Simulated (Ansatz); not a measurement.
An Ansatz (a first-principles code) run: hypothetical rutile WSe2 with a change (pressure 22.5 GPa); Ansatz PBEsol, spin-orbit coupling left out, earlier PAW set.

Input:

Ansatz 0.2 input:
```yaml
crystal:
  lattice:
    - [6.0080183249, 0, 0]
    - [0, 6.0080183249, 0]
    - [0, 0, 3.1500587978]
  atoms:
    - { symbol: W, position: [0.5, 0.5, 0.5] }
    - { symbol: W, position: [0, 0, 0] }
    - { symbol: Se, position: [0.7807281336, 0.7807281336, 0.5] }
    - { symbol: Se, position: [0.2807281336, 0.7192718664, 0] }
    - { symbol: Se, position: [0.7192718664, 0.2807281336, 0] }
    - { symbol: Se, position: [0.2192718664, 0.2192718664, 0.5] }
basis: { ecutwfc: 420, ecutrho_ratio: 4, xc_grid: 2, fft_grid_basis: typed }
kpoints: { mp_grid: { grid: [8, 8, 14] } }
hamiltonian:
  xc: pbesol
  dispersion: none
  pseudopotentials: { azcp: { folder: ./paw }, kind: paw }
scf: { occupations: { method: fermi_dirac, width: 0.05 } }
relax: { f_tol: 0.01, max_steps: 60, cell: { stress_tol: 0.02, p_target: 22.5 } }
output: { forces: true, stress: true }
checkpoint: { write: state.ck, write_every: 1000 }
```

Output (explanatory and most iteration lines left out):

```
Relaxation: its limit of steps is 60 (relax.max_steps)
Pseudopotential: W, paw, valence charge 14
Pseudopotential: Se, paw, valence charge 16
Crystal: 6 atoms, lattice volume = 113.705 Å³
Basis set: ecut = 420 eV, 2247 PW (Γ), exchange–correlation on 90×90×48 points (8 copies of the dense FFT grid, shifted against one another)
Bands: 56, of which v1, the nominal top of the filled ones, is band 46 counted from 1 (45 counted from 0)
Symmetry: 16 space group operations
Space group: P42/mnm (ITA 136), of the structure as read, at distance tolerance 4.8e-5 Å
k-points: 120 of 896
Functional: x = pbesol(κ = 0.804, μ = 0.12345679012345678), c = pbesol(β = 0.046)
SCF iter   1: F=—  HF=-42212.781451 eV  |F-HF|=—  |Δ(HF+E_count)|=         —  Δρ=3.66e-2  dr2=2.42e0  ethr=3.10e-3  ⟨swp⟩=6.2  Hψ=23234  notcnv=0  defer=7
SCF iter   2: F=—  HF=-42212.230925 eV  |F-HF|=—  |Δ(HF+E_count)|=   5.51e-1  Δρ=1.24e-2  dr2=2.65e-1  ethr=2.63e-3  ⟨swp⟩=2.1  Hψ=10698  notcnv=0  defer=264
SCF 1 converged in 7 iterations: F = -42212.169802 eV  dr2 = 6.14e-8
relax step   1: F+E_penalty+E_count = -42212.16980193 eV  Δ(F+E_penalty+E_count) = +0.000e0 eV  max|allowed force component| = 1.319e-4 eV/Å  Δτ_max = 0.0000 Å  P = +14.999 GPa  Ω = 113.705 Å³  (7 SCF iters, dr2 threshold 1.00e-7 eV, accepted)
[... steps on the carried basis left out ...]
relax step   6: F+E_penalty+E_count = -42211.69702911 eV  Δ(F+E_penalty+E_count) = +1.149e-3 eV  max|allowed force component| = 2.885e-4 eV/Å  Δτ_max = 0.0000 Å  P = +22.495 GPa  Ω = 109.640 Å³  stress off target by 6.80e-3 GPa  SCF on the basis re-selected at this cell (its energy is not comparable with the rows above)  (6 SCF iters)
SCF converged after 6 iterations
Free energy (F): -42211.697029 eV
Internal energy: -42211.676604 eV  (E = F + TS)
E sigma→0 (E₀):  -42211.686817 eV
Entropy (-TS):   -0.020425 eV (-3.404 meV/atom)
Fermi energy:    14.553644 eV
--- Forces (eV/Å), atoms counted from 1 ---
  atom   1  W     -0.00000000     0.00000000     0.00000000
  atom   2  W     -0.00000000     0.00000000     0.00000000
  atom   3  Se     0.00028850     0.00028850    -0.00000000
  atom   4  Se     0.00028850    -0.00028850    -0.00000000
  atom   5  Se    -0.00028850     0.00028850     0.00000000
  atom   6  Se    -0.00028850    -0.00028850     0.00000000
--- Stress (GPa, compression-positive) ---
       22.493198       0.000000       0.000000
        0.000000      22.493198       0.000000
        0.000000       0.000000      22.499867
  P = ⅓ Tr σ = 22.4954 GPa (224.954 kbar)
--- Relaxed structure (5 steps of the walk, 4 accepted, 1 SCFs on fresh bases) ---
  cell:  # Å, volume = 109.6405 Å³
    - [5.95450867465691, -6.344250109166213e-35, 0.0]
    - [4.739528022730053e-34, 5.95450867465691, 0.0]
    - [0.0, 0.0, 3.092282331440831]
  atoms:
    - { symbol: W, position: [0.5, 0.5, 0.5000000000000001] }
    - { symbol: W, position: [1.007563859221666e-19, 9.022959933328343e-20, 0.0] }
    - { symbol: Se, position: [0.7795327574761016, 0.7795327574761016, 0.5000000000000001] }
    - { symbol: Se, position: [0.2795327574761017, 0.7204672425238983, 0.0] }
    - { symbol: Se, position: [0.7204672425238983, 0.2795327574761017, 0.0] }
    - { symbol: Se, position: [0.22046724252389832, 0.22046724252389832, 0.5000000000000001] }
```

Load acts through the strain it causes; cell and atoms are relaxed under it. No phonon test of stability was made. Competing high-pressure phases were not computed. All final runs are without spin polarisation. The cell was made from WSe$_{2}$ in the rutile structure (space group P4_2/mnm, No. 136; a hypothetical phase, not in the database extracts checked) by this change: pressure 22.5 GPa.
